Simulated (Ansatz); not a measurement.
Consider O vacancy in polar orthorhombic ZrO2 with all lengths changed by +1 %, charge state +2. Level of theory: PBE, PAW (plane waves to 420 eV; Ansatz, a quantum-chemistry and plane-wave program).

Cell of 96 host sites held at the strained lattice (strain from the relaxed PBE one, atoms relaxed); the Γ point alone; Fermi-Dirac width 0.01 eV, spin-restricted; finite-size errors left in. Energies are static. The host's phase is taken as given; its stability against other phases was not computed. The charge state is imposed; whether it is stable for some Fermi level was not computed. Forms of the defect that were not tried may lie lower.

Barriers: single points on a 2×2×2 k-point mesh shifted by half a step at the bands' geometries.

The step: one O atom jumps into the vacancy from a nearby O site. Atoms about the jump, Cartesian Å from the middle of the jump, before and after:

| atom | x0 | y0 | z0 | x1 | y1 | z1 |
|---|---|---|---|---|---|---|
| O1 | -0.52 | 0.04 | 1.20 | 0.52 | -0.04 | -1.20 |
| Zr2 | -1.38 | -1.17 | -0.29 | -1.25 | -1.23 | -0.59 |
| Zr3 | 1.64 | 1.86 | -0.27 | 1.47 | 1.60 | -0.41 |
| O4 | 2.11 | 0.59 | 1.38 | 1.99 | 0.51 | 1.34 |
| O5 | 0.13 | -2.44 | 0.86 | 0.19 | -2.13 | 0.85 |
| O6 | -2.00 | 0.52 | -1.25 | -2.09 | 0.54 | -1.22 |
| Zr7 | 1.17 | -1.09 | 2.17 | 1.37 | -1.18 | 2.29 |
| O8 | -0.20 | -2.13 | -1.74 | -0.18 | -2.53 | -1.75 |
| O9 | 0.22 | 2.77 | 0.96 | 0.05 | 2.57 | 0.97 |
| O10 | -0.06 | 2.57 | -1.62 | -0.18 | 2.70 | -1.67 |
| O11 | 3.06 | 0.53 | -1.23 | 3.25 | 0.55 | -1.21 |
| Zr12 | 1.24 | -1.22 | -3.18 | 1.21 | -1.11 | -2.99 |
| O13 | 2.45 | -2.15 | -1.73 | 2.49 | -2.16 | -1.64 |
| O14 | 2.84 | -2.14 | 0.87 | 2.93 | -2.19 | 0.96 |

Question: Predict the transition state.

Answer: 
```tsv
atom	x	y	z
O1	0.26	0.03	-0.19
Zr2	-1.32	-1.18	-0.50
Zr3	1.50	1.63	-0.24
O4	2.15	0.59	1.53
O5	0.11	-2.43	0.90
O6	-2.17	0.49	-1.35
Zr7	1.30	-1.18	2.19
O8	-0.20	-2.33	-1.79
O9	0.09	2.66	1.02
O10	-0.17	2.63	-1.64
O11	3.12	0.51	-1.19
Zr12	1.25	-1.23	-3.15
O13	2.44	-2.18	-1.70
O14	2.87	-2.15	0.90
```
It lies 0.44 eV above the start and 0.44 eV above the end. The saddle point's order was not checked.
